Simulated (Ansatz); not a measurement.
The reference is Sr in the fcc (Cu type) structure (space group Fm-3m, No. 225; a = 5.9225 Å). Axes: x, y, z lie along the cube axes.

Calculations: PBEsol in Ansatz (plane waves to 420 eV, PAW, without spin-orbit coupling).

For the base:

| Quantity | Value |
|---|---|
| Shortest interatomic distance | 418.8 pm |
| Band gap | zero |
| Pressure | 0.0 GPa |

It is then changed as follows: uniaxial strain ε_zz = −3.00 %, all other strain components held at zero, atoms relaxed at fixed cell.

Q: Estimate the effect on the shortest interatomic distance.

A: The shortest interatomic distance decreases by 6.2 pm, from 418.8 pm to 412.6 pm.

Q: Predict the new band gap.

A: The band gap stays zero.

Q: How does this affect the pressure?

A: The pressure (mean of the normal stresses, compression positive) goes from zero to 0.4 GPa.

Q: What happens to the energy relative to the base?

A: The energy goes up by 2.3 meV/atom.

No phonon test of stability was made.

Ansatz is an electronic-structure program.
